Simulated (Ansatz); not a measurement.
## Input and output of a self-consistent single point for MoSi2 (I4/mmm, 3 atoms in the cell) (Ansatz)

Method of the run: PBE (plane waves, PAW; Ansatz, a quantum-chemistry and plane-wave program).

The input file:

Ansatz 0.2 input:
```yaml
crystal:
  lattice:
    - [-1.596975, 1.596975, 3.905375]
    - [1.596975, -1.596975, 3.905375]
    - [1.596975, 1.596975, -3.905375]
  atoms:
    - { symbol: Si, position: [0.665000, 0.665000, 0.000000] }
    - { symbol: Si, position: [0.335000, 0.335000, 0.000000] }
    - { symbol: Mo, position: [0.000000, 0.000000, 0.000000] }
basis:
  ecutwfc: 420.0 eV
kpoints:
  mp_grid:
    grid: [14, 14, 14]
hamiltonian:
  xc: pbe
  pseudopotentials:
    kind: paw
scf:
  occupations:
    method: gaussian
    width: 0.1 eV
output:
  forces: true
  eigenvalues: true
  stress: true
```

Output, abridged:

```
WARN ansatz: RAYON_NUM_THREADS=1 ignored (pool sized by the plan → 1); use --threads N
Pseudopotentials: kind: paw
Pseudopotential: Si, paw, valence charge 4
Pseudopotential: Mo, paw, valence charge 14
Crystal: 3 atoms, lattice volume = 39.840 Å³
Basis set: ecut = 420 eV, 769 PW (Γ), exchange–correlation on 64×64×64 points (8 copies of the dense FFT grid, shifted against one another)
Bands: 15, of which v1, the nominal top of the filled ones, is band 11 counted from 1 (10 counted from 0)
Symmetry: 16 space group operations
Space group: I4/mmm (ITA 139), of the structure as read, at distance tolerance 3.4e-5 Å
k-points: 244 of 2744
Initial density: superposition of atomic densities (neutral atoms: chi_scale 0, normalization atom), corrected by the library's trained network
Initial wavefunctions: pseudopotential atomic-orbital guess
Eigensolver: davidson
Functional: x = pbe(κ = 0.804, μ = 0.2195149727645171), c = pbe(β = 0.06672455060314922)
SCF iter   1: F=—  HF=-6229.113722 eV  |F-HF|=—  |Δ(HF+E_count)|=         —  Δρ=4.58e-3  dr2=7.73e-3  ethr=1.77e-3  ⟨swp⟩=5.1  Hψ=20706  notcnv=0
all-band conjugate gradients solve this SCF's bands
preconditioner: auto → Kerker (q_TF=auto, 2.471 Å⁻¹)
SCF iter   2: F=—  HF=-6229.112728 eV  |F-HF|=—  |Δ(HF+E_count)|=   9.94e-4  Δρ=2.46e-3  dr2=2.22e-3  ethr=3.51e-5  ⟨swp⟩=1.2  Hψ=5672  notcnv=0
preconditioner: auto → none
SCF iter   3: F=—  HF=-6229.112629 eV  |F-HF|=—  |Δ(HF+E_count)|=   9.84e-5  Δρ=1.53e-3  dr2=1.67e-3  ethr=1.01e-5  ⟨swp⟩=2.0  Hψ=6039  notcnv=0
SCF iter   4: F=—  HF=-6229.112276 eV  |F-HF|=—  |Δ(HF+E_count)|=   3.53e-4  Δρ=1.92e-4  dr2=6.99e-6  ethr=7.58e-6  ⟨swp⟩=2.3  Hψ=5224  notcnv=0
SCF iter   5: F=—  HF=-6229.112280 eV  |F-HF|=—  |Δ(HF+E_count)|=   4.08e-6  Δρ=3.43e-5  dr2=5.82e-7  ethr=3.18e-8  ⟨swp⟩=2.4  Hψ=6327  notcnv=0
SCF iter   6: F=-6229.112280 eV  HF=-6229.112280 eV  |F-HF|=2.14e-10  |Δ(HF+E_count)|=   4.19e-8  Δρ=5.27e-6  dr2=5.18e-9  ethr=4.55e-10  ⟨swp⟩=5.1  Hψ=16161  notcnv=0
SCF 1 converged in 6 iterations: F = -6229.112280 eV  dr2 = 5.18e-9
SCF converged after 6 iterations
Free energy (F): -6229.112280 eV
Harris-Foulkes:  -6229.112280 eV  (|F-HF|=2.14e-10)
Internal energy: -6229.110910 eV  (E = F + TS)
E sigma→0 (E₀):  -6229.111595 eV
Entropy (-TS):   -0.001370 eV (-0.457 meV/atom)
Fermi energy:    16.173928 eV
--- Per-component energies (eV) ---
  E_band       = -42.931400
  E_kinetic    = 532.335623
  E_local      = -1142.443306  (includes V_loc(G=0)·N_el)
  E_nonlocal   = 192.859948
  E_hartree    = 426.377867
  E_xc         = -298.881913
  E_vxc        = -329.366809  (∫ρ·V_xc dr)
  E_paw        = -4226.894548  (= ΣΔE_a)
  E_vpaw       = -149.073709  (= ΣTr[D̂ρ^β])
  E_aug_tail   = 0.000046  (compensation charges beyond the density's cutoff)
  E_ewald      = -1712.464628
  E_smearing   = -0.001370  (= −TS)
  E_closure    = 0.000000  (closes the sum)
  Σ components = -6229.112280   (vs F -6229.112280, Δ=0.00e0)
--- Forces (eV/Å), atoms counted from 1 ---
  atom   1  Si    -0.00000000    -0.00000000     0.03670555
  atom   2  Si     0.00000000     0.00000000    -0.03670555
  atom   3  Mo     0.00000000    -0.00000000    -0.00000000
  max |Σ_I F_I| component: 2.78e-17 eV/Å
--- Stress (GPa, compression-positive) ---
        4.546580       0.000000      -0.000000
        0.000000       4.546580       0.000000
       -0.000000       0.000000       5.483764
  P = ⅓ Tr σ = 4.8590 GPa (48.590 kbar)
  The stress holds the Pulay correction. Without it, at fixed plane waves, as pw.x and ABINIT print it: P = 4.8190 GPa
--- Band table (eV; the first three rows and the last of 244) ---
  k-point 0: bands = ["-44.5474", "-18.7037", "-18.6226", "-18.6226", "2.6635", "9.7160", "12.7801", "13.0671", "13.5070", "13.5070", "16.5220", "19.3209", "19.3625", "19.6940", "19.6940"]
  k-point 1: bands = ["-44.5455", "-18.7011", "-18.6356", "-18.6337", "2.8229", "9.8575", "12.2117", "13.1079", "13.1122", "14.1286", "15.9264", "18.8877", "19.5281", "19.6225", "19.7722"]
  k-point 2: bands = ["-44.5403", "-18.6939", "-18.6709", "-18.6646", "3.2887", "10.2286", "11.5570", "12.2383", "13.2554", "14.6750", "14.7595", "18.4445", "19.5180", "19.9241", "19.9268"]
  k-point 243: bands = ["-44.5468", "-18.7293", "-18.6244", "-18.6244", "4.5824", "6.0037", "12.5814", "13.9424", "15.5736", "15.5736", "15.6705", "15.6705", "16.6600", "20.9596", "21.4127"]
```

The run converged in 6 iterations.

The starting cell has typed, rounded lattice constants, without a prior relaxation at this level. Its lattice was rescaled by up to half a per cent. Spin polarisation is off. With a pressure of about 5 GPa the cell is away from its equilibrium volume at this level. Ansatz's pressure includes its estimate of the finite-basis (Pulay) stress.
